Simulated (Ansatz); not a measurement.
Bi in the A7 type structure (space group R-3m, No. 166; layered)

Space group R-3m, hexagonal axes (No. 166); a = b = 4.5205 Å, c = 12.0283 Å, α = β = 90.00°, γ = 120.00°

```
atom  site  symmetry       x       y       z
----  ----  --------  ------  ------  ------
Bi      6c        3m  0.0000  0.0000  0.2337
```
(The calculation used a cell of 2 atoms; values per cell refer to that cell.)

Computed with DFT with r2SCAN+rVV10, PAW potentials and a 500 eV plane-wave cutoff in Ansatz (a program for electronic structure), no spin-orbit coupling. Γ-centred 13×13×13 mesh, Fermi–Dirac width 0.05 eV.

The volume per atom is 35.48 Å³, the density comes out as 9.78 g/cm³ and the band gap is zero. The total energy comes out as -12407.737 eV/atom (σ→0; compares only within this code and set-up).

Spin-orbit coupling, missing from the scalar runs, can matter with Bi. No phonon test of stability was made.
